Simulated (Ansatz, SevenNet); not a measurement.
## Lattice parameter a of antifluorite Be₂C: levels of theory against measurement

Reference value: 4.34 ± 0.002 Å (measured, temperature not stated, not corrected to a static lattice; as tabulated in Freccero, Grin, Wagner, Dalton Trans. (2023), ESI).

```
level (code)    value (Å)  difference (%)
--------------  ---------  --------------
SevenNet-l3i5       4.328           -0.28
LDA (Ansatz)        4.268           -1.66
PBE (Ansatz)        4.328           -0.28
rVV10 (Ansatz)      4.331           -0.21
PBE0 (Ansatz)       4.306           -0.78
```

The reference's temperature isn't stated, so close values are not ranked against it.

The reference isn't brought to a static lattice, while the calculations are for one, so the differences are not the levels' errors alone. A static lattice is as a rule a little smaller than the measured one.  Cutoffs and k meshes differ between the levels. Ansatz's density-functional and Hartree–Fock values are scalar-relativistic unless marked +SOC, with PAW data made under PBE.

Machine-learned potentials (SevenNet-l3i5) are trained on DFT data: a solid inside that data is no test of them.

Differences are worked out from the printed values.

Ansatz is an electronic-structure program.
